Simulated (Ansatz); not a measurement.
SnAu (P6₃/mmc, No. 194)

Level of theory: r²SCAN+rVV10 (PAW; Ansatz, a quantum-chemistry and plane-wave program).

Numerical settings: plane-wave cutoff 560 eV, 18×18×10 k mesh (along the axes of the cell as run), Fermi–Dirac smearing 0.05 eV, scalar-relativistic PAW data made under PBE.

Cell (relaxed at this level):

```xyz
4
Lattice="4.3277 0.0000 0.0000 -2.1639 3.7479 0.0000 0.0000 0.0000 5.5775" Properties=species:S:1:pos:R:3 pbc="T T T"
Au     0.0000     0.0000     0.0000
Au     0.0000     0.0000     2.7887
Sn     0.0000     2.4986     1.3944
Sn     2.1639     1.2493     4.1831
```

For SnAu (P6₃/mmc, No. 194), the band gap comes out as none.

Note: the relaxation could not lower the start's symmetry, so the cell can be a saddle point above a distorted one.

Spin–orbit coupling is not included; it can shift volumes and moduli of such heavy elements.

Static lattice: no zero-point or thermal effects.
